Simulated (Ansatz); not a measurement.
The parent structure is SnS2 in the 2H-MoS2 type structure (space group P6_3/mmc, No. 194; a = 3.5612 Å, c = 11.1485 Å; a hypothetical phase, not in the database extracts checked; layered, stacked along the Cartesian z axis).

Method: PBEsol-D3(BJ) in Ansatz (plane waves to 420 eV, PAW, no spin-orbit coupling).

Before the change:

| Item | Value |
|---|---|
| In-plane lattice parameter a | 3.561 Å |

It is then changed as follows: a free-standing slab of 4 layers (12 atoms, 3 a layer) is cut normal to the stacking axis, with 15 Å of vacuum and the in-plane cell relaxed.

### Question
Estimate the effect on the thickness between the outermost nuclei.

### Answer
The thickness between the outermost nuclei comes out as 19.96 Å.

### Question
Predict the new excess energy per area of both faces.

### Answer
The excess energy per area of both faces (slab less bulk energy over the cell's area: twice a surface energy) comes out as 0.6 J/m² (uncertain by up to 0.2 J/m²).

### Question
What does the calculation give for the in-plane lattice parameter a after the change?

### Answer
The in-plane lattice parameter a falls by 0.0087 Å to 3.553 Å.

Slab and bulk use different k-meshes, which limits the precision of the excess energy. Whether these cells are dynamically stable was not tested. All final runs are without spin polarisation.

Ansatz is an electronic-structure program.
